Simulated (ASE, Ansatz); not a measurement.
A thermal frame of composition ZrCu, cell Zr24Cu24, held well above this temperature first [in the CHGNet run: it was liquid; mean temperature 1520 K (target 1510 K); density 6.77 g/cm³, volume +5 % from the start cell's], from MD with the machine-learned potential CHGNet 0.3.0 in ASE at 1510 K. These are PBE (plane waves, PAW; Ansatz, a program for electronic structure) values and carry that method's errors.

```yaml
plane_wave_cutoff: 420 eV
k-points: one point, (1/4, 1/4, 1/4)
Fermi-Dirac width: 0.130 eV
spin: not polarised; no spin-orbit coupling
```

A check of the k-sampling: on the last frame of the same run a denser mesh moved the PBE forces by 0.051 eV/Å rms, the static pressure by -0.01 GPa and the free energy by -1 meV/atom.

```
CELL_PARAMETERS angstrom
      9.69267     0.00000     0.00000
      0.00000     9.69267     0.00000
      0.00000     0.00000     9.69267
ATOMIC_POSITIONS crystal
  Cu 0.43908 0.58693 0.99056
  Cu 0.55938 0.89785 0.29989
  Cu 0.50045 0.61910 0.21740
  Cu 0.08906 0.95303 0.90915
  Cu 0.40493 0.44297 0.41694
  Cu 0.93827 0.69350 0.92916
  Cu 0.53275 0.81384 0.02062
  Cu 0.46082 0.80405 0.79104
  Cu 0.46002 0.18297 0.32764
  Cu 0.17675 0.21052 0.79622
  Cu 0.47382 0.06908 0.13228
  Cu 0.85831 0.86915 0.34613
  Cu 0.17156 0.55191 0.54526
  Cu 0.97575 0.20322 0.63445
  Cu 0.06079 0.75113 0.54843
  Cu 0.37355 0.25579 0.65890
  Cu 0.78175 0.90492 0.92597
  Cu 0.71060 0.14856 0.70683
  Cu 0.36940 0.33577 0.88876
  Cu 0.82041 0.50429 0.36805
  Cu 0.85345 0.43547 0.97562
  Cu 0.01538 0.02429 0.32308
  Cu 0.03285 0.88538 0.14221
  Cu 0.31028 0.99385 0.31687
  Zr 0.66244 0.68775 0.44577
  Zr 0.65553 0.39643 0.56931
  Zr 0.18206 0.73088 0.78054
  Zr 0.88111 0.19901 0.90274
  Zr 0.69076 0.66770 0.79257
  Zr 0.45413 0.06234 0.87938
  Zr 0.28216 0.42946 0.20805
  Zr 0.62964 0.33603 0.88875
  Zr 0.75553 0.66774 0.13363
  Zr 0.75746 0.08541 0.15895
  Zr 0.59829 0.35943 0.21106
  Zr 0.28318 0.81365 0.08564
  Zr 0.02534 0.64605 0.29635
  Zr 0.17422 0.26908 0.42515
  Zr 0.32693 0.74686 0.43587
  Zr 0.99097 0.29913 0.19103
  Zr 0.39414 0.55972 0.67941
  Zr 0.95240 0.51003 0.68924
  Zr 0.79543 0.15586 0.43474
  Zr 0.87347 0.92818 0.66193
  Zr 0.17881 0.02154 0.59679
  Zr 0.19233 0.11641 0.08940
  Zr 0.49069 0.03171 0.55476
  Zr 0.11804 0.48468 0.96673
```

**Question.** Give the forces on all atoms (eV/Å), the static pressure (no kinetic part).

**Answer.** 
```csv
atom,Fx Fy Fz
Cu1,-0.523 -1.059 -1.435
Cu2,0.042 -0.186 -0.262
Cu3,-0.317 0.872 1.126
Cu4,-0.649 0.207 -1.146
Cu5,1.061 0.432 2.084
Cu6,0.348 0.703 -0.144
Cu7,1.807 0.834 0.567
Cu8,-0.766 0.502 -1.107
Cu9,-0.311 1.061 1.929
Cu10,-0.881 -0.041 0.786
Cu11,-0.001 -0.538 -0.758
Cu12,-1.884 -1.311 0.341
Cu13,0.578 -2.178 -1.148
Cu14,-0.390 0.329 0.053
Cu15,-1.562 1.750 -0.519
Cu16,0.505 0.172 -0.895
Cu17,-0.192 0.300 0.308
Cu18,-0.733 -0.323 -0.599
Cu19,-0.602 0.805 1.305
Cu20,0.184 -2.020 -0.118
Cu21,-0.220 2.402 0.641
Cu22,2.155 2.486 1.060
Cu23,-1.376 -1.081 -1.238
Cu24,-0.993 -0.272 0.731
Zr25,-0.484 0.758 1.256
Zr26,-0.522 -0.024 0.583
Zr27,0.108 0.919 0.256
Zr28,2.471 -1.842 -0.222
Zr29,0.141 -0.801 -0.097
Zr30,-0.232 0.005 -1.258
Zr31,-0.791 0.461 -2.436
Zr32,-1.411 0.966 -0.226
Zr33,-0.063 0.408 -0.057
Zr34,0.055 -1.568 -0.712
Zr35,1.793 0.682 -0.553
Zr36,0.159 -0.844 0.669
Zr37,1.318 -0.158 -0.553
Zr38,0.265 -0.331 1.069
Zr39,0.220 0.113 -0.482
Zr40,-1.345 1.256 0.239
Zr41,1.686 -1.670 0.878
Zr42,-0.931 -0.741 -0.081
Zr43,-0.260 0.153 -0.154
Zr44,0.156 -1.025 0.115
Zr45,-0.031 -0.637 0.202
Zr46,0.564 1.310 0.051
Zr47,0.818 -1.007 0.151
Zr48,1.031 -0.227 -0.201
```
static pressure (no kinetic part): -0.01 GPa
